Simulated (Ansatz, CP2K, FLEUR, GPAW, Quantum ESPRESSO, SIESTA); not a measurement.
# Code comparison for GaAu (Pnma, 8 atoms in the cell)

Self-consistent single point, at a second geometry (lattice scaled by 0.98). First geometry:

```
CELL_PARAMETERS angstrom
      6.31989     0.00000     0.00000
      0.00000     3.67838     0.00000
      0.00000     0.00000     6.32138
ATOMIC_POSITIONS crystal
  Ga 0.67939 0.25000 0.07584
  Ga 0.32061 0.75000 0.92416
  Ga 0.82061 0.75000 0.57584
  Ga 0.17939 0.25000 0.42416
  Au 0.50487 0.25000 0.68765
  Au 0.49513 0.75000 0.31235
  Au 0.99513 0.75000 0.18765
  Au 0.00487 0.25000 0.81235
```

Shared settings, as Ansatz (a first-principles code) writes them: kpoints.mp_grid.grid = 3 5 3; scf.occupations.method = gaussian; scf.occupations.width = 0.1 eV. Potentials and cutoffs stand in the table.

```
code                                                                                                                                      model  ΔF from the first geometry (meV/atom)  pressure (GPa)  largest force (eV/Å)           cutoff
----------------  -----------------------------------------------------------------------------------------------------------------------------  -------------------------------------  --------------  --------------------  ---------------
GPAW                                                                                      PBEsol, GPAW PAW datasets PBEsol (made by gpaw-setup)                                   -7.9            2.24                 0.228           550 eV
Ansatz                                                                                                          PBEsol, PAW files made with PBE                                  -14.0            1.09                 0.199          default
Quantum ESPRESSO                                                          PBEsol, PseudoDojo standard norm-conserving (PBESOL) pseudopotentials                                  -13.6            1.16                 0.212            80 Ry
SIESTA            GGA PBEsol, numerical atomic orbitals DZP, PseudoDojo PBEsol standard norm-conserving potentials (rewritten from UPF to PSML)                                  -12.6            1.73                 0.478      grid 300 Ry
FLEUR                                                                           PBEsol, all-electron FLAPW (FLEUR), scalar-relativistic valence                                      –               –                 0.221  Kmax 4.3 1/bohr
CP2K                                                                 PBEsol, GPW, DZVP-MOLOPT-SR-GTH basis, GTH-PBE potentials (GTH_POTENTIALS)                                    7.0            4.84                 0.250      grid 600 Ry
```

Size of the force on each atom (eV/Å): Sizes of forces hide their directions.

```csv
code,Ga1,Ga2,Ga3,Ga4,Au5,Au6,Au7,Au8
GPAW,0.028,0.028,0.028,0.028,0.228,0.228,0.228,0.228
Ansatz,0.017,0.017,0.017,0.017,0.199,0.199,0.199,0.199
Quantum ESPRESSO,0.018,0.018,0.018,0.018,0.212,0.212,0.212,0.212
SIESTA,0.170,0.170,0.170,0.170,0.478,0.478,0.478,0.478
FLEUR,0.019,0.019,0.019,0.019,0.221,0.221,0.221,0.221
CP2K,0.250,0.250,0.250,0.250,0.207,0.207,0.207,0.207
```

A dash marks a value that a program does not give, or that is left out as unsure.

On Ansatz's run: spin-orbit coupling is off.

The spread over the programs that give each value: ΔF from the first geometry within 21.0 meV/atom; pressure within 3.75 GPa; largest force within 0.279 eV/Å.

SIESTA and CP2K use small atom-centred bases, whose incompleteness enters pressures, forces and empty levels differently from a plane-wave cutoff. FLEUR treats all electrons, but the usual bases taken here (sphere radii, linearisation, local orbitals, empty states) were not tested for convergence, so the values are no reference for the others. Ansatz's pressure is given at a fixed set of plane waves, as the other plane-wave codes print theirs; with its correction for the finite basis it is 1.14 GPa. In the pressure, GPAW (by 1.09) and CP2K (by 3.68) lie more than 1 GPa from the median of the plane-wave programs. In the force vectors, SIESTA (by 0.275) and CP2K (by 0.233) lie more than 0.08 eV/Å from the median of the plane-wave programs.

The shared mesh is coarse (it stands for a supercell whose shortest vector is 18 Å), so the values are not converged in it.

The starting cell comes from a database of computed structures (which also holds hypothetical and non-ambient phases and stackings), without a prior relaxation at this level. Its lattice was rescaled by a random factor within 2.5 % of one. For this run, on top of that: lattice scaled by 0.98.

Left out of this page: Elk (not drawn, or without a comparable value).

Keys are those of Ansatz 0.2.
